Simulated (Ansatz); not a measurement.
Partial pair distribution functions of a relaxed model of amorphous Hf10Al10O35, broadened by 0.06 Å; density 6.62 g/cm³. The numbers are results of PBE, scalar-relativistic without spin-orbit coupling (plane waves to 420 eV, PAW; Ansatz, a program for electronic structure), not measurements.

The cell was made by melting and quenching with the CHGNet potential and then relaxed with DFT. O atoms were pushed apart under 1.9 Å during the dynamics, to hinder bonds among them. The hot cell started wider than the set density and was brought back towards it in steps. It is the lowest in DFT energy of 2 quenches. It is a model cell: composition and starting density were chosen by hand, and all elements were melted together. No dispersion term was used. Its density started from a set value of 6.50 and ended at 6.62 g/cm³. The quench (nominally 150 K/ps over its main leg) was far faster than any real one, so the model tends to hold more defects than a real film. One small periodic cell is one sample of the glass; other quenches scatter about these values. Volume and shape were free in the relaxation.

| r (Å) | g Hf-O | g Al-O | g Hf-Hf | g Al-Al |
|---|---|---|---|---|
| 1.50 | 0.00 | 0.00 | 0.00 | 0.00 |
| 1.60 | 0.00 | 0.22 | 0.00 | 0.00 |
| 1.70 | 0.00 | 3.17 | 0.00 | 0.00 |
| 1.80 | 0.06 | 7.57 | 0.00 | 0.00 |
| 1.90 | 1.26 | 6.40 | 0.00 | 0.00 |
| 2.00 | 4.85 | 2.87 | 0.00 | 0.00 |
| 2.10 | 5.61 | 0.28 | 0.00 | 0.00 |
| 2.20 | 4.52 | 0.10 | 0.00 | 0.00 |
| 2.30 | 2.96 | 0.17 | 0.00 | 0.00 |
| 2.40 | 0.94 | 0.02 | 0.00 | 0.00 |
| 2.50 | 0.11 | 0.00 | 0.00 | 0.00 |
| 2.60 | 0.07 | 0.03 | 0.00 | 0.00 |
| 2.70 | 0.18 | 0.14 | 0.00 | 0.24 |
| 2.80 | 0.15 | 0.05 | 0.00 | 2.28 |
| 2.90 | 0.16 | 0.22 | 0.00 | 2.17 |
| 3.00 | 0.31 | 0.40 | 0.18 | 3.18 |
| 3.10 | 0.38 | 0.66 | 1.33 | 3.11 |
| 3.20 | 0.11 | 0.70 | 2.06 | 2.96 |
| 3.30 | 0.10 | 0.80 | 2.54 | 2.16 |
| 3.40 | 0.44 | 1.14 | 1.35 | 2.77 |
| 3.50 | 0.63 | 1.20 | 1.79 | 2.69 |
| 3.60 | 0.84 | 1.30 | 1.61 | 1.13 |
| 3.70 | 0.78 | 1.26 | 2.39 | 1.37 |
| 3.80 | 1.03 | 0.89 | 2.05 | 2.06 |
| 3.90 | 1.23 | 1.06 | 2.14 | 0.85 |
| 4.00 | 1.07 | 1.23 | 2.24 | 0.07 |
| 4.10 | 1.07 | 1.71 | 0.63 | 0.00 |
| 4.20 | 1.39 | 1.50 | 0.99 | 0.00 |
| 4.30 | 1.30 | 1.69 | 1.03 | 0.09 |

Within 2.54 Å each Hf has 6.20 O neighbours on average.
